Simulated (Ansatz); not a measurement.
We consider C11b WSi₂, described by LDA (plane waves, PAW; Ansatz, a program for electronic structure).

Settings: plane-wave cutoff 520 eV, 24×24×24 k mesh, Fermi–Dirac smearing 0.05 eV, no spin polarisation, scalar-relativistic PAW data made under PBE.

Properties against volume:

Shape and atoms are relaxed at each volume.

```json
[
 {"V (Å³/atom)": "12.617", "P (GPa)": "10.61", "c (Å)": "7.682", "a (Å)": "3.139"},
 {"V (Å³/atom)": "12.880", "P (GPa)": "5.02", "c (Å)": "7.727", "a (Å)": "3.162"},
 {"V (Å³/atom)": "13.142", "P (GPa)": "0.00", "c (Å)": "7.772", "a (Å)": "3.185"},
 {"V (Å³/atom)": "13.405", "P (GPa)": "-4.51", "c (Å)": "7.816", "a (Å)": "3.208"},
 {"V (Å³/atom)": "13.668", "P (GPa)": "-8.56", "c (Å)": "7.860", "a (Å)": "3.230"}
]
```
